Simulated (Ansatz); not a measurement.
## How the smallest direct gap on the k points sampled of GaS (R-3m, No. 166, 4 atoms in the cell; start mp-9889; a measured phase of this formula has another space group) moves with the method

No measured value is used here.

```tsv
level (code)	value (eV)
dielectric-dependent PBEsol hybrid (Ansatz)	2.77
HSE06 (Ansatz)	2.83
PBE0 (Ansatz)	3.50
```

At these levels the smallest gap is indirect and lower: dielectric-dependent PBEsol hybrid 2.70, HSE06 2.62, PBE0 3.31 eV. Computed values are for a static lattice. Spin–orbit coupling is included only where a level's name says +SOC; with heavier elements it mostly lowers gaps and can invert bands.  Values are at the PBEsol cell. Ansatz's density-functional and Hartree–Fock values are scalar-relativistic unless marked +SOC, with PAW data made under PBE.

A start named mp-… is a Materials Project structure, which need not be a measured phase.

Ansatz is a program for electronic structure.
